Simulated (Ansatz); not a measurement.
The starting structures come from a database of crystals and need not be the phases stable at ambient conditions.

 Where the default PAW files enter, the runs use the earlier of Ansatz's two default sets.

Consider the following.

```xyz
12
Lattice="3.3336 0.0000 0.0000 0.0000 5.5564 0.0000 0.0000 0.0000 6.5050" Properties=species:S:1:pos:R:3 pbc="T T T"
Hf     2.5002     4.1746     0.7017
Hf     0.8334     1.3818     5.8033
Hf     0.8334     4.1600     3.9542
Hf     2.5002     1.3964     2.5508
O      0.8334     5.4409     2.2211
O      2.5002     0.1155     4.2839
O      2.5002     2.8937     5.4736
O      0.8334     2.6627     1.0314
O      0.8334     4.7813     6.0067
O      2.5002     0.7751     0.4983
O      2.5002     3.5533     2.7542
O      0.8334     2.0031     3.7508
```

Space group of this cell: Pnma. The cell is taken as given; by r2SCAN its mean pressure is -3.3 GPa.

Calculation: r2SCAN (plane waves, PAW; Ansatz, a first-principles code).

The current runs along the normal of the first two printed vectors; no spin-orbit coupling. Scaled by the factor s: the length along the current (ions clamped). Meshes 10×6×6 and 10×6 across the current in all rows.

```
s     mean pressure (GPa)  band gap (eV)
----  -------------------  -------------
0.97                  6.2           4.08
1.00                 -3.3           3.98
1.03                -11.2              ?
```

### Question
Take the slope of the band gap against ln s from the two given rows, extrapolate to s = 1.03, and say what the run there gives.

### Answer
Slope = (4.08 − 3.98) / ln 0.97 = -3.28 eV. The line gives 3.98 + (-3.28) × ln 1.03 = 3.88 eV. The run gives 3.88 eV, as the line does.
